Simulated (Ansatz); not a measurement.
BGeCN (model structure, started from the AlSiCN type, P3m1, No. 156, 4 atoms in the cell) was calculated with LDA in Ansatz (PAW).

Run with plane-wave cutoff 520 eV, 12×12×8 k mesh (along the axes of the cell as run), Fermi–Dirac smearing 0.01 eV, scalar-relativistic PAW data made under PBE.

Cell (relaxed at this level):

```cif
data_CBGeN
_chemical_formula_sum 'B1 Ge1 C1 N1'
_space_group_name_H-M_alt 'P 1'
_space_group_IT_number 1
_cell_length_a 2.92681
_cell_length_b 2.92681
_cell_length_c 4.75315
_cell_angle_alpha 90.000
_cell_angle_beta 90.000
_cell_angle_gamma 120.000
loop_
_space_group_symop_operation_xyz
  'x, y, z'
loop_
_atom_site_label
_atom_site_type_symbol
_atom_site_fract_x
_atom_site_fract_y
_atom_site_fract_z
_atom_site_occupancy
B1 B 0.33333 0.66667 0.48908 1
Ge1 Ge 0.66667 0.33333 0.00256 1
C1 C 0.33333 0.66667 0.15656 1
N1 N 0.66667 0.33333 0.60178 1
```

Task: Estimate the band gap and smallest direct gap on the k points sampled that the calculation returns.

Result: 
* **band gap**: 2.09 eV (indirect)
* **smallest direct gap on the k points sampled**: 2.60 eV

Note: the relaxation could raise the start's symmetry but not lower it, so the cell can be a saddle point.

Spin–orbit coupling is not included.

Static lattice: no zero-point or thermal effects.

The result took very roughly 12 core-seconds.

A model structure was made by putting elements into a prototype or built by hand; it is no filed structure, need not be a known phase, and can be a saddle point held by its symmetry.

Ansatz is a first-principles code.
